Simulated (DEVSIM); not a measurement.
Structure: Schottky contact on n-type InP, at 300 K.

| layer (left to right) | material | thickness (μm) | Nd (cm⁻³) | τn (s) | τp (s) |
|---|---|---|---|---|---|
| 1 | InP | 11.0 | 3.1e15 | 8.2e-8 | 8.2e-8 |

Left contact: Schottky, work function 5.36 eV, emission velocity 3.8e6 cm/s. Right contact: ohmic. Voltage is applied to the left contact. Recombination: SRH at mid-gap. Mobility is constant in doping.

This is a model device: material constants are rounded textbook-type values typed into the input, and sizes, dopings and lifetimes were drawn at random. Values at 300 K.

```tsv
parameter	InP
gap (eV)	1.344
affinity (eV)	4.38
permittivity	12.5
Nc (cm⁻³)	5.7e17
Nv (cm⁻³)	1.1e19
μn (cm²/Vs)	5200
μp (cm²/Vs)	170
```

Model (solved in DEVSIM): 1D drift-diffusion, Boltzmann statistics, complete ionisation; no tunnelling, impact ionisation, image-force lowering or self-heating. Metal contacts follow the ideal Schottky-Mott rule: no Fermi-level pinning, no interface dipoles.

Question: Tabulate band edges, carrier densities and field at 1.15 V on the left contact.

Answer: Energies count from the Fermi level of the right contact; mesh points crowd at the junctions.

| x (μm) | Ec (eV) | Ev (eV) | n (cm⁻³) | p (cm⁻³) | field (V/cm) |
|---|---|---|---|---|---|
| 0.000 | -0.170 | -1.514 | 1.3e15 | 8.4e12 | -2200 |
| 0.01515 | -0.173 | -1.517 | 1.5e15 | 7.4e12 | -1800 |
| 0.03729 | -0.177 | -1.521 | 1.8e15 | 6.3e12 | -1400 |
| 0.07587 | -0.181 | -1.525 | 2.2e15 | 5.3e12 | -740 |
| 0.1598 | -0.183 | -1.527 | 2.8e15 | 4.3e12 | -55 |
| 0.2754 | -0.182 | -1.526 | 3.0e15 | 4.0e12 | 220 |
| 0.4637 | -0.177 | -1.521 | 3.1e15 | 3.9e12 | 290 |
| 0.8734 | -0.165 | -1.509 | 3.1e15 | 3.9e12 | 300 |
| 1.438 | -0.148 | -1.492 | 3.1e15 | 3.8e12 | 300 |
| 2.356 | -0.121 | -1.465 | 3.1e15 | 3.8e12 | 300 |
| 3.698 | -0.081 | -1.425 | 3.1e15 | 3.6e12 | 300 |
| 6.695 | 0.007 | -1.337 | 3.1e15 | 3.4e12 | 300 |
| 8.256 | 0.054 | -1.290 | 3.1e15 | 3.1e12 | 300 |
| 9.324 | 0.085 | -1.259 | 3.1e15 | 2.8e12 | 300 |
| 10.14 | 0.109 | -1.235 | 3.1e15 | 2.0e12 | 300 |
| 10.46 | 0.119 | -1.225 | 3.1e15 | 1.5e12 | 300 |
| 10.68 | 0.125 | -1.219 | 3.1e15 | 9.9e11 | 300 |
| 10.81 | 0.129 | -1.215 | 3.1e15 | 6.2e11 | 300 |
| 10.91 | 0.132 | -1.212 | 3.1e15 | 3.2e11 | 300 |
| 10.95 | 0.133 | -1.211 | 3.1e15 | 1.7e11 | 300 |
| 10.98 | 0.134 | -1.210 | 3.1e15 | 7.8e10 | 300 |
| 11.00 | 0.135 | -1.209 | 3.1e15 | < 1e2 | 300 |
